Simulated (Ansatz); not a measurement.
System: Ga vacancy in beta Ga2O3 with all lengths changed by -1 % (charge state -3). The step: a nearby Ga atom hops onto the vacant site; the atom moves 2.85 Å along (0.00, -0.93, 0.00) of the unit cell; the moving atom starts with neighbours O at 1.77, O at 1.88, O at 1.89, O at 1.90 Å and ends with O at 1.77, O at 1.88, O at 1.89, O at 1.90 Å. DFT values are from Ansatz (plane-wave PAW, 420 eV unless said) in a cell of 120 host sites, spin-restricted, static, with no finite-size correction. The charge state is imposed; whether it is stable for some Fermi level was not computed. Forms of the defect that were not tried may lie lower. The start lies 0.35 eV above the lowest site run (PBE). For the PBE band: the saddle point's order was not checked.

```json
[
 {"Level": "CHGNet universal potential (has no charge state), its own band", "Forward barrier (eV)": "0.88", "Cost of the band or of the saddle's single point": "-"},
 {"Level": "PBE, the Γ point alone, band relaxed", "Forward barrier (eV)": "1.13", "Cost of the band or of the saddle's single point": "around 90 core-minutes (rough)"},
 {"Level": "PBE, a 2×2×2 k-point mesh shifted by half a step, same geometries", "Forward barrier (eV)": "1.11", "Cost of the band or of the saddle's single point": "roughly 15 core-minutes"}
]
```

Ansatz is a first-principles code.
